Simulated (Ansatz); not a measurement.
Results of PBE0 in Ansatz (PAW) for WSe₂ (P-6m2, No. 187, 3 atoms in the cell; start mp-1023936; a measured phase of this formula has another space group).

Run with plane-wave cutoff 460 eV, 9×9×2 k mesh (along the axes of the cell as run), Fermi–Dirac smearing 0.01 eV, no spin polarisation, scalar-relativistic PAW data made under PBE.

Cell (relaxed with PBEsol):

Space group P-6m2 (No. 187); a = b = 3.2701 Å, c = 16.6615 Å, α = β = 90.00°, γ = 120.00°

| atom | site | symmetry | x | y | z |
|---|---|---|---|---|---|
| W | 1a | -6m2 | 0.0000 | 0.0000 | 0.0000 |
| Se | 2h | 3m. | 0.3333 | 0.6667 | 0.1004 |

Question: Estimate the band gap and Γ–Γ gap that the calculation returns.

Answer: 
- band gap: 2.81 eV
- Γ–Γ gap: 4.92 eV

Note: cell and atoms aren't relaxed at this level (largest force component 0.10 eV/Å); the cell has widely spaced layers and the level no dispersion term, so their spacing and the moduli can rest on weak binding.

Spin–orbit coupling is not included.

The computed numbers hold no vibrational or temperature effects.

A start named mp-… is a Materials Project structure, which need not be a measured phase.

Ansatz is a program for electronic structure.
